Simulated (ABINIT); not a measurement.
A self-consistent single point of Se (P3_121, 3 atoms in the cell) with ABINIT.

Method of the run: PBEsol, norm-conserving pseudopotentials (PseudoDojo nc-sr-04 PBEsol standard) (plane waves; ABINIT).

```
CELL_PARAMETERS angstrom
      2.21035    -3.82843     0.00000
      2.21035     3.82843     0.00000
      0.00000     0.00000     5.00742
ATOMIC_POSITIONS crystal
  Se 0.00000 0.22500 0.66667
  Se 0.77500 0.77500 0.00000
  Se 0.22500 0.00000 0.33333
```

Reference input (self-consistent single point, DFT, PBE, plane waves, norm-conserving pseudopotentials (PseudoDojo nc-sr-05 PBE standard)): pseudos = [Se.upf]; ecut = 43 Ha; ixc = 11; occopt = 3; tsmear = 0.00036749 Ha; ngkpt = 6 6 5; nshiftk = 1; shiftk = 0 0 0; potentials = PseudoDojo nc-sr-05 PBE standard; nband = 31; kptopt = 1; nstep = 80. This run's input differs from it in these lines:

```diff
@@ -1,2 +1,2 @@
-# Se, PseudoDojo nc-sr-05 PBE standard
+# Se, PseudoDojo nc-sr-04 PBEsol standard
 pp_dirpath "./"
@@ -18,3 +18,3 @@
 ecut 43
-ixc 11
+ixc -116133
 occopt 3
```

Its files differ too (potentials: PseudoDojo nc-sr-05 PBE standard → PseudoDojo nc-sr-04 PBEsol standard).

Output (repeated stretches shortened):

```
--- !BeginCycle
solver: {iscf: 7, nstep: 80, nline: 4, wfoptalg: 0, }
tolerances: {toldfe: 1.00E-09, }
...

     iter   Etot(hartree)      deltaE(h)  residm     vres2
 ETOT  1  -361.24863404371    -3.612E+02 2.108E+00 3.812E+01
 ETOT  2  -363.32122160762    -2.073E+00 5.191E-02 2.492E+01
 ETOT  3  -363.32399270752    -2.771E-03 7.237E-03 3.084E+00
 ETOT  4  -363.32432002712    -3.273E-04 2.838E-03 1.410E-01
 ETOT  5  -363.32433746151    -1.743E-05 1.492E-03 8.297E-03
 ETOT  6  -363.32433847513    -1.014E-06 1.175E-03 4.173E-04
 ETOT  7  -363.32433850073    -2.560E-08 1.864E-03 4.758E-06
 ETOT  8  -363.32433850107    -3.358E-10 1.103E-03 2.189E-07
 ETOT  9  -363.32433850107    -4.775E-12 1.445E-03 6.579E-09
 At SCF step    9, etot is converged :
  for the second time, diff in etot=  4.775E-12 < toldfe=  1.000E-09

 Cartesian components of stress tensor (hartree/bohr^3)
  sigma(1 1)=  5.84815626E-05  sigma(3 2)=  0.00000000E+00
  sigma(2 2)=  5.84815628E-05  sigma(3 1)=  0.00000000E+00
  sigma(3 3)=  4.14085605E-05  sigma(2 1)=  0.00000000E+00

 ----iterations are completed or convergence reached----

 reduced coordinates (array xred) for    3 atoms
       0.000000001450      0.225000000971      0.666666668123
       0.775000001929      0.775000001929      0.000000001456
       0.225000000971      0.000000001450      0.333333334789
 cartesian forces (eV/Angstrom) at end:
    1     -0.01161461152994    -0.02011709728018     0.00000000000000
    2      0.02322922305987    -0.00000000000000     0.00000000000000
   [... lines left out ...]
 Fermi (or HOMO) energy (hartree) =   0.12629   Average Vxc (hartree)=  -0.35069
   [... lines left out ...]
total_energy        : -3.63324338501072E+02
total_energy_eV     : -9.88655804063326E+03
band_energy         : -5.25615826738835E+01
...

-Cartesian components of stress tensor (GPa)         [Pressure= -1.5532E+00 GPa]
- sigma(1 1)=  1.72058669E+00  sigma(3 2)=  0.00000000E+00
- sigma(2 2)=  1.72058669E+00  sigma(3 1)=  0.00000000E+00
- sigma(3 3)=  1.21828171E+00  sigma(2 1)=  0.00000000E+00

 Calculation completed.
```

The run converged in 9 iterations. Against the reference run the pressure goes from 0.90 to -1.55 GPa, the largest force goes from 0.093 to 0.023 eV/Å and the gap on the mesh goes from 1.320 to 1.248 eV.

The starting cell has typed, rounded lattice constants, without a prior relaxation at this level. Its lattice was rescaled by a random factor within 2.5 % of one.

Cost on one core of a shared machine: roughly 5 min.
